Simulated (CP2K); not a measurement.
## Input and output of a self-consistent single point for SiO2 (P4_12_12, 12 atoms in the cell) (CP2K)

Method: PBE, GPW, DZVP-MOLOPT-SR-GTH basis, GTH-PBE potentials (GTH_POTENTIALS) (CP2K).

Input as run:

```
&GLOBAL
  PROJECT bulk
  RUN_TYPE ENERGY_FORCE
  PRINT_LEVEL LOW
&END GLOBAL
&FORCE_EVAL
  METHOD Quickstep
  STRESS_TENSOR ANALYTICAL
  &DFT
    BASIS_SET_FILE_NAME BASIS_MOLOPT
    POTENTIAL_FILE_NAME GTH_POTENTIALS
    &QS
      METHOD GPW
      EPS_DEFAULT 1E-10
    &END QS
    &MGRID
      CUTOFF 450
      REL_CUTOFF 50
      NGRIDS 5
    &END MGRID
    &SCF
      SCF_GUESS ATOMIC
      EPS_SCF 1E-7
      MAX_SCF 100
      ADDED_MOS 11
      &DIAGONALIZATION
        ALGORITHM STANDARD
      &END DIAGONALIZATION
      &MIXING
        METHOD BROYDEN_MIXING
        ALPHA 0.2
        NBUFFER 12
        BETA 1.5
      &END MIXING
      &SMEAR ON
        METHOD MARZARI_VANDERBILT
        SIGMA [eV] 0.05
      &END SMEAR
    &END SCF
    &KPOINTS
      SCHEME MONKHORST-PACK 6 6 4
      GAMMA_CENTERED T
    &END KPOINTS
    &XC
      &XC_FUNCTIONAL PBE
      &END XC_FUNCTIONAL
    &END XC
    &PRINT
      &MO
        EIGENVALUES T
        OCCUPATION_NUMBERS T
        NDIGITS 8
        FILENAME mo
        &EACH
          QS_SCF 0
        &END EACH
        ADD_LAST NUMERIC
      &END MO
      &MULLIKEN OFF
      &END MULLIKEN
    &END PRINT
  &END DFT
  &SUBSYS
    &CELL
      A 5.08473400 0.00000000 0.00000000
      B 0.00000000 5.08473400 0.00000000
      C 0.00000000 0.00000000 7.08644700
      PERIODIC XYZ
    &END CELL
    &COORD
      SCALED
      Si       0.30050000     0.30050000     0.00000000
      Si       0.19950000     0.80050000     0.25000000
      Si       0.69950000     0.69950000     0.50000000
      Si       0.80050000     0.19950000     0.75000000
      O        0.23920000     0.10370000     0.17860000
      O        0.39630000     0.73920000     0.42860000
      O        0.76080000     0.89630000     0.67860000
      O        0.60370000     0.26080000     0.92860000
      O        0.73920000     0.39630000     0.57140000
      O        0.89630000     0.76080000     0.32140000
      O        0.26080000     0.60370000     0.07140000
      O        0.10370000     0.23920000     0.82140000
    &END COORD
    &KIND Si
      BASIS_SET DZVP-MOLOPT-SR-GTH
      POTENTIAL GTH-PBE-q4
    &END KIND
    &KIND O
      BASIS_SET DZVP-MOLOPT-SR-GTH
      POTENTIAL GTH-PBE-q6
    &END KIND
  &END SUBSYS
  &PRINT
    &FORCES ON
    &END FORCES
    &STRESS_TENSOR ON
    &END STRESS_TENSOR
  &END PRINT
&END FORCE_EVAL
```

Output, abridged:

```
 GLOBAL| Method name                                                        CP2K
 GLOBAL| Project name                                                       bulk
 GLOBAL| Run type                                                   ENERGY_FORCE

 TOTAL NUMBERS AND MAXIMUM NUMBERS

  Total number of            - Atomic kinds:                                   2
                             - Atoms:                                         12
                             - Shell sets:                                    12
                             - Shells:                                        60
                             - Primitive Cartesian functions:                 56
                             - Cartesian basis functions:                    168
                             - Spherical basis functions:                    156

  Maximum angular momentum of- Orbital basis functions:                        2
                             - Local part of the GTH pseudopotential:          2
                             - Non-local part of the GTH pseudopotential:      2

 SCF PARAMETERS         Density guess:                                    ATOMIC
                        max_scf:                                             100
                        max_diis:                                              4
                        eps_scf:                                        1.00E-07
                        eps_diis:                                       1.00E-01
                        eps_eigval:                                     1.00E-05
                        level_shift [a.u.]:                             0.000000
                        added MOs                                        11    0
                        Mixing method:                            BROYDEN_MIXING
                                                charge density mixing in g-space
                        Smear method:                         MARZARI_VANDERBILT
                        Smearing width (sigma) [a.u.]:                  1.84E-03
                        Accuracy threshold:                             1.00E-10
                        No outer SCF

 Extrapolation method: initial_guess

 Number of electrons:                                                         64
 Number of occupied orbitals:                                                 32
 Number of molecular orbitals:                                                43

 Number of orbital functions:                                                156
 Number of independent orbital functions:                                    156

 SCF WAVEFUNCTION OPTIMIZATION

  Step     Update method      Time    Convergence         Total energy    Change
     1 NoMix/Diag. 0.20E+00      -     1.64683842      -144.6524477847 -1.45E+02
     2 Broy./Diag. 0.20E+00      -     0.08369487      -129.7543197511  1.49E+01
     3 Broy./Diag. 0.20E+00      -     0.20348196      -138.0188361368 -8.26E+00
     4 Broy./Diag. 0.20E+00      -     0.00646333      -145.6769579322 -7.66E+00
     5 Broy./Diag. 0.20E+00      -     0.02421643      -144.1254508737  1.55E+00
     6 Broy./Diag. 0.20E+00      -     0.00100306      -144.6302819403 -5.05E-01
     7 Broy./Diag. 0.20E+00      -     0.00332447      -144.5921649449  3.81E-02
   [... 10 lines left out ...]
    18 Broy./Diag. 0.20E+00      -     0.00000103      -144.6237508137 -3.83E-05
    19 Broy./Diag. 0.20E+00      -     0.00000113      -144.6237818252 -3.10E-05
    20 Broy./Diag. 0.20E+00      -     0.00000012      -144.6237953339 -1.35E-05
    21 Broy./Diag. 0.20E+00      -     0.00000019      -144.6237985518 -3.22E-06
    22 Broy./Diag. 0.20E+00      -     0.00000010      -144.6238057138 -7.16E-06

  *** SCF run converged in    22 steps ***

  Electronic density on regular grids:        -63.9999999998        0.0000000002
  Core density on regular grids:               63.9999999960       -0.0000000040
  Total charge density on r-space grids:       -0.0000000038
  Total charge density g-space grids:          -0.0000000038

  Overlap energy of the core charge distribution:               0.00000009443594
  Self energy of the core charge distribution:               -373.24162634455507
  Core Hamiltonian energy:                                    105.41373209025537
  Hartree energy:                                             156.81834128217523
  Exchange-correlation energy:                                -33.61425283608788
  Smearing free energy correction:                              0.00000000000000
  Fermi energy:                                                 0.12950836017596

  Total energy:                                              -144.62380571377636

 ENERGY| Total FORCE_EVAL ( QS ) energy [hartree]           -144.623811143766915

 FORCES| Atomic forces [hartree/bohr]
 FORCES|   Atom     x               y               z               |f|
 FORCES|      1 -4.28176550E-03 -4.28175647E-03 -2.39292829E-08   6.05532446E-03
 FORCES|      2  4.28171591E-03 -4.28172655E-03 -2.40543723E-08   6.05526823E-03
 FORCES|      3  4.28176799E-03  4.28176033E-03 -2.31239965E-08   6.05532895E-03
 FORCES|      4 -4.28171913E-03  4.28172267E-03 -2.50689084E-08   6.05526777E-03
 FORCES|      5 -1.67881369E-03  1.25177288E-04 -3.89056909E-03   4.23917594E-03
 FORCES|      6 -1.25249901E-04 -1.67884054E-03 -3.89137502E-03   4.23992837E-03
 FORCES|      7  1.67881231E-03 -1.25179275E-04 -3.89057020E-03   4.23917647E-03
 FORCES|      8  1.25248994E-04  1.67883852E-03 -3.89137127E-03   4.23992411E-03
 FORCES|      9 -1.67883089E-03 -1.25241602E-04  3.89139740E-03   4.23994486E-03
 FORCES|     10 -1.25172022E-04  1.67880413E-03  3.89059406E-03   4.23919491E-03
 FORCES|     11  1.67883064E-03  1.25242642E-04  3.89139929E-03   4.23994652E-03
 FORCES|     12  1.25175261E-04 -1.67880111E-03  3.89059186E-03   4.23919179E-03
 FORCES| Sum    -2.60847802E-11  3.95441319E-11  8.58647375E-10
 FORCES| Total atomic force                                       8.59953179E-10

 STRESS| Analytical stress tensor [bar]
 STRESS|                        x                   y                   z
 STRESS|      x       -3.08719278832E+04  -3.35301252356E-02  -8.70034189662E-04
 STRESS|      y       -3.35301252356E-02  -3.08719313892E+04  -1.40720886456E-03
 STRESS|      z       -8.70034189662E-04  -1.40720886456E-03  -3.22612164162E+04
 STRESS| 1/3 Trace                                            -3.13350252296E+04
```

The run converged in 22 iterations.

The starting cell comes from a database of published, mostly measured structures (it also holds non-ambient and calculated ones), without a prior relaxation at this level. Its lattice was rescaled by a random factor within 2.5 % of one. Values carry the incompleteness of an atom-centred basis. With a pressure of about -3 GPa the cell is away from its equilibrium volume at this level.

Cost on one core of a shared machine: roughly 2 min.
